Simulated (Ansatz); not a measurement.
A hypothetical phase is included: elements placed on a structure type, which no database files for this compound.

Inside the gap of an insulator the Bloch states are evanescent, with a wavenumber k + iκ along the transport direction.

Input:

```
O2Si
1.0
    5.00959     0.00000     0.00000
    0.00000     8.31399     0.00000
    0.00000     0.00000     4.69791
Si O
8 16
Direct
  0.11154   0.12787   0.12705
  0.88846   0.37213   0.62705
  0.61154   0.87213   0.37295
  0.38846   0.62787   0.87295
  0.88846   0.87213   0.87295
  0.11154   0.62787   0.37295
  0.38846   0.12787   0.62705
  0.61154   0.37213   0.12705
  0.15086   0.01001   0.81952
  0.84914   0.48999   0.31952
  0.65086   0.98999   0.68048
  0.34914   0.51001   0.18048
  0.84914   0.98999   0.18048
  0.15086   0.51001   0.68048
  0.34914   0.01001   0.31952
  0.65086   0.48999   0.81952
  0.11213   0.23236   0.45639
  0.88787   0.26764   0.95639
  0.61213   0.76764   0.04361
  0.38787   0.73236   0.54361
  0.88787   0.76764   0.54361
  0.11213   0.73236   0.04361
  0.38787   0.23236   0.95639
  0.61213   0.26764   0.45639
```

The cell was relaxed by PBE-D3(BJ); by r2SCAN it stands under a pressure of -4.6 GPa.

Transport runs along the normal of the first two printed cell vectors.

The gap is the functional's own. No spin-orbit coupling. Mid-gap values are those at the computed energy nearest the middle.

**Question.** Estimate the band gap and the smallest decay constant κ at mid-gap that r2SCAN in Ansatz (an electronic-structure program) returns for this system.

**Answer.** Gap 6.62 eV on a 6×4×6 mesh; κ = 0.409 1/Å, at the zone centre.
